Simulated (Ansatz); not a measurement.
## LaBi in the rock salt structure (space group Fm-3m, No. 225)

```xyz
2
Lattice="0.0000 3.2785 3.2785 3.2785 0.0000 3.2785 3.2785 3.2785 0.0000" Properties=species:S:1:pos:R:3 pbc="T T T"
La     3.2785     3.2785     3.2785
Bi     0.0000     0.0000     0.0000
```

Computed with plane-wave PAW DFT at the PBEsol level (Ansatz, a first-principles code, 420 eV), no spin-orbit coupling. Settings: 12×12×12 k-points, 0.05 eV Fermi–Dirac smearing.

```yaml
volume_per_atom: 35.24 Å³
density: 8.20 g/cm³
band_gap: zero
total_energy: -9202.701 eV/atom (σ→0; compares only within this code and set-up)
```

Stability against distortions was not tested.
